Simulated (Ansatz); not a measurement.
We consider NaF (model structure, started from the wurtzite type, P6₃/mmc, No. 194, 4 atoms in the cell), described by PBEsol in Ansatz (PAW).

Settings: plane-wave cutoff 520 eV, 12×12×8 k mesh (along the axes of the cell as run), Fermi–Dirac smearing 0.01 eV, scalar-relativistic PAW data made under PBE.

Cell (relaxed with PBEsol):

```
CELL_PARAMETERS angstrom
      3.89223     0.00000     0.00000
     -1.94612     3.37077     0.00000
      0.00000     0.00000     4.58412
ATOMIC_POSITIONS crystal
  Na 0.66667 0.33333 0.06261
  Na 0.33333 0.66667 0.56261
  F  0.66667 0.33333 0.56259
  F  0.33333 0.66667 0.06259
```

**Question.** Give the computed band gap.

**Answer.** 
- band gap = 5.57 eV (direct)

Note: the relaxation could raise the start's symmetry but not lower it, so the cell can be a saddle point.

Cost on a shared machine: very roughly 10 core-seconds.

A model structure was made by putting elements into a prototype or built by hand; it is no filed structure, need not be a known phase, and can be a saddle point held by its symmetry.

Ansatz is an electronic-structure program.
